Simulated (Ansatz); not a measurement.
Consider MgO in the rock salt structure (space group Fm-3m, No. 225; a = 4.214 Å). Axes: x, y, z lie along the cube axes.

It is then changed as follows: tensile biaxial strain of 0.42 % in the plane normal to [111], as in epitaxy on a mismatched substrate; the out-of-plane cell vector and the atoms relax.

Computed with PBEsol in Ansatz (plane waves to 420 eV, PAW, scalar-relativistic without spin-orbit coupling).

Problem. Give the band edges at the high-symmetry points of the new zone, measured from its valence-band maximum.

Solution. 
| point | valence edge (eV) | conduction edge (eV) |
|---|---|---|
| Γ | 0.00 | 4.53 |
| T | -0.70 | 7.63 |
| H₂ | -1.80 | 11.41 |
| H₀ | -1.80 | 11.41 |
| L | -0.65 | 7.68 |
| S₀ | -1.15 | 9.90 |
| S₂ | -1.15 | 9.90 |
| F | -1.35 | 8.92 |

The gap is 4.53 eV, direct at Γ.

Whether these cells are dynamically stable was not tested. Labels are those of the standard path for the cell's own space group.

Ansatz is a program for electronic structure.
